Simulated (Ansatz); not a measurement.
# Response to strain in TaN

Base system: TaN in the rock salt structure (space group Fm-3m, No. 225; a = 4.376 Å; relaxed with 0.1 eV smearing).

Strains are applied to the cell and any free atomic positions relax.

Level of theory: Kohn–Sham DFT with the PBEsol functional, run in Ansatz (a program for electronic structure) with PAW and 420 eV plane waves, without spin-orbit coupling.

Notes on the quantities. energy relative to the base: free energy F.

```json
[
 {"isotropic strain (%)": "-5.01", "energy relative to the base (meV/atom)": "313.6"},
 {"isotropic strain (%)": "-2.47", "energy relative to the base (meV/atom)": "69.7"},
 {"isotropic strain (%)": "-0.75", "energy relative to the base (meV/atom)": "6.1"},
 {"isotropic strain (%)": "-0.71", "energy relative to the base (meV/atom)": "?"},
 {"isotropic strain (%)": "0", "energy relative to the base (meV/atom)": "0.0"}
]
```

Fit ΔE = Aε² + Bε³ (ε in %) to the rows shown and predict the withheld row.

Least squares on the printed values gives A = 10.4 and B = -0.42 meV/atom (largest residual 0.1 meV/atom); this predicts 5.4 meV/atom, and the run gives 5.4 meV/atom, in agreement.

No phonon test of stability was made. All final runs are without spin polarisation. This is not the structure that TaN has at room temperature and ambient pressure.
